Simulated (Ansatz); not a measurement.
Phonon-limited resistivity of W (Im-3m) against temperature in μΩ·cm, PBEsol, DFPT electron-phonon coupling, linearised Boltzmann equation (Ansatz, an electronic-structure program), harmonic crystal at a fixed cell.

```
T          ρ
-----  -----
50 K   0.154
77 K       …
100 K   1.11
150 K    2.2
200 K      …
250 K    4.3
273 K    4.7
300 K    5.2
350 K      …
400 K    7.1
500 K    8.9
600 K   10.8
800 K   14.3
```

Q: Complete the blanks.

A: 
- 77 K, ρ: 0.61
- 200 K, ρ: 3.3
- 350 K, ρ: 6.2

A metal at this level (no band gap). Only scattering by harmonic phonons is included (no impurities, grain boundaries, electron-electron scattering or thermal expansion). Spin-orbit coupling is left out, which matters with elements this heavy. The squared frequency of the phonon mode least converged on the k mesh is uncertain by 20 %. The run warned that the eigensolver left some states short of its tolerance. Halving the electron mesh (28x28x28) moves the resistivity by up to 11 %. Smearing 0.20 eV; phonons on a 6x6x6 q mesh, which this run doesn't test and which matters most at low temperature.
